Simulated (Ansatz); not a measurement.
Base system: LiNbO₃ (space group R3c, No. 161).

```
LiNbO3
1.0
    2.56733     1.48225     4.60804
   -2.56733     1.48225     4.60804
    0.00000    -2.96450     4.60804
Li Nb O
2 2 6
Direct
  0.28078   0.28078   0.28078
  0.78078   0.78078   0.78078
  0.99839   0.99839   0.99839
  0.49839   0.49839   0.49839
  0.10932   0.35998   0.71863
  0.71863   0.10932   0.35998
  0.35998   0.71863   0.10932
  0.21863   0.85998   0.60932
  0.85998   0.60932   0.21863
  0.60932   0.21863   0.85998
```

Cartesian axes are those of the cell as printed.

All numbers come from DFT with PBEsol, PAW potentials and a 420 eV plane-wave cutoff in Ansatz (a program for electronic structure), spin-orbit coupling left out.

Strains are applied to the cell and any free atomic positions relax; under biaxial strain the out-of-plane vector relaxes too.

One change was made to it. Results:

```json
[
 {"quantity": "energy relative to the base (free energy F)", "base": "0 meV/atom", "after": "+0.8 meV/atom"},
 {"quantity": "volume per atom", "base": "10.52 Å³", "after": "10.63 Å³"}
]
```

Which of these changes matches the shifts?
(A) biaxial strain +2.25 %, plane normal [001], relaxed out of plane
(B) biaxial strain +3.00 %, plane normal [001], relaxed out of plane
(C) biaxial strain +0.75 %, plane normal [001], relaxed out of plane

C, biaxial strain +0.75 %, plane normal [001], relaxed out of plane. For comparison, the energy relative to the base in the other runs: biaxial strain +3.00 %, plane normal [001], relaxed out of plane gives +12 meV/atom; biaxial strain +2.25 %, plane normal [001], relaxed out of plane gives +6.9 meV/atom.

Stability against distortions was not tested.
